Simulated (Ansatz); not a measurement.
The parent structure is Sn2Rh3S2 (space group R-3m, No. 166; a = 5.629 Å, c = 13.275 Å (hexagonal axes); a cell from a computed database, its experimental status unchecked).

Method: plane-wave PAW DFT at the PBEsol level (Ansatz, a quantum-chemistry and plane-wave program, 420 eV), without spin-orbit coupling.

One change was made to it. Results:

```csv
quantity,base,after
c/a ratio,2.358,2.432
shortest interatomic distance,2.293 Å,2.582 Å
```

What was done to the base?
A) Sn → Be
B) Rh → Ag
C) S → Cl

B, Rh → Ag. For comparison, the c/a ratio in the other runs: S → Cl gives 2.401; Sn → Be gives 2.105.

Whether these cells are dynamically stable was not tested. As relaxed here, Ag3Sn2S2, Sn2Rh3Cl2 and Be2Rh3S2 are hypothetical phases, not in the database extracts checked. No Hubbard U is applied, and correlation can decide whether such a compound is a metal. The final runs are not spin-polarised. An odd electron count without spin: Ag3Sn2S2, Sn2Rh3S2, Sn2Rh3Cl2 and Be2Rh3S2. Sn2Rh3S2 and Sn2Rh3Cl2 have a high density of states at the Fermi level and may be magnetic at this level.
